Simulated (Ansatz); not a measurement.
Si (Fd-3m), PBEsol, rigid bands (Ansatz, an electronic-structure program): N_v = 3.42e19 cm⁻³ at 300 K and a hole conductivity mass of 0.319 mₑ.

For 1e17 holes per cm³ at 300 K, place the Fermi level, estimate the Seebeck coefficient of a parabolic band with constant τ, and give mobility and conductivity for τ = 20 fs.

The level lies k_BT ln(N_v/p) = 0.151 eV above the valence-band maximum. S ≈ +(k_B/e)[ln(N_v/p) + 5/2] = 718 μV/K, against 714 μV/K from the full bands (mean over directions). μ = eτ/m = 110 cm²/(V·s) and σ = peμ = 1.77 S/cm. τ is assumed, not computed.

Band transport and this doping are assumed; polarons and phonon drag are left out. Spin-orbit coupling is left out; where it splits the top of the valence band, N_v and the p-type Seebeck coefficient come out somewhat high without it.
